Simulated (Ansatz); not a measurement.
The reference is ScAlCO (space group P6_3mc, No. 186; a = 3.2336 Å, c = 10.1446 Å; a cell from a computed database, its experimental status unchecked). Axes: x lies along a and z along c of the hexagonal cell.

Modification: biaxial strain −2.45 %, plane normal [001], relaxed out of plane (Cartesian); in-plane vectors clamped, the third vector and the atoms free.

Levels (all Ansatz, an electronic-structure program, PAW): PBEsol (420 eV, without spin-orbit coupling); r2SCAN (500 eV, spin-orbit coupling left out).

The geometry is relaxed with PBEsol.

- PBEsol smallest direct gap: 2.21 eV
- PBEsol lowest conduction level above the VBM at special points: M 1.03 eV; L 1.13 eV; Γ 2.52 eV; A 2.65 eV
- PBEsol pressure: 6.75 GPa

With r2SCAN at the same geometry, the smallest direct gap increases by 0.416 eV, from 2.21 eV to 2.62 eV; the lowest conduction level above the VBM at special points becomes M 1.40 eV; L 1.49 eV; Γ 2.96 eV; A 3.04 eV (PBEsol: M 1.03 eV; L 1.13 eV; Γ 2.52 eV; A 2.65 eV); the pressure grows by 2.193 GPa (6.75 GPa → 8.95 GPa).

Single points use the geometry relaxed with PBEsol. Their cutoffs differ, which shifts pressures a little. Whether these cells are dynamically stable was not tested. All final runs are without spin polarisation.
